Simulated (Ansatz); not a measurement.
The starting structures come from a database of crystals and need not be the phases stable at ambient conditions.

```xyz
20
Lattice="6.3934 0.0000 0.0000 -1.4670 6.5318 0.0000 0.0000 0.0000 6.8062" Properties=species:S:1:pos:R:3 pbc="T T T"
Ca     1.5744     0.8100     5.9329
Ca     3.3521     5.7218     0.8734
Ca     0.8889     2.4559     2.5297
Ca     4.0376     4.0759     4.2765
Se     0.3306     5.9035     2.2955
Se     4.5959     0.6283     4.5108
Se     0.6656     3.8942     5.6986
Se     4.2608     2.6376     1.1076
O     -0.4602     4.4948     2.8403
O      5.3867     2.0370     3.9659
O      1.4565     5.3029     6.2434
O      3.4700     1.2289     0.5628
O      1.8226     3.1340     4.6708
O      3.1038     3.3978     2.1355
O      0.6406     0.1319     1.2677
O      4.2859     6.3999     5.5386
O      0.7603     2.8025     0.1894
O      4.1662     3.7293     6.6168
O      1.7030     0.4634     3.5925
O      3.2235     6.0683     3.2137
```

Space group of this cell: P2_1/c. The cell is taken as given; by r2SCAN its mean pressure is -0.8 GPa.

Transport runs along the normal of the first two printed cell vectors.

The gap is the functional's own, uncorrected, and κ follows it; spin-orbit coupling is left out. Mid-gap values are interpolated between the computed energies.

Problem. Give the band gap and the smallest decay constant κ at mid-gap that r2SCAN in Ansatz (a quantum-chemistry and plane-wave program) yields.

Solution. Gap 4.80 eV on a 6×6×6 mesh; κ = 0.527 1/Å, at (0.500, 0.500) of the in-plane reciprocal vectors. At the zone centre, at the nearest computed energy, the slowest state has κ = 0.56 1/Å.
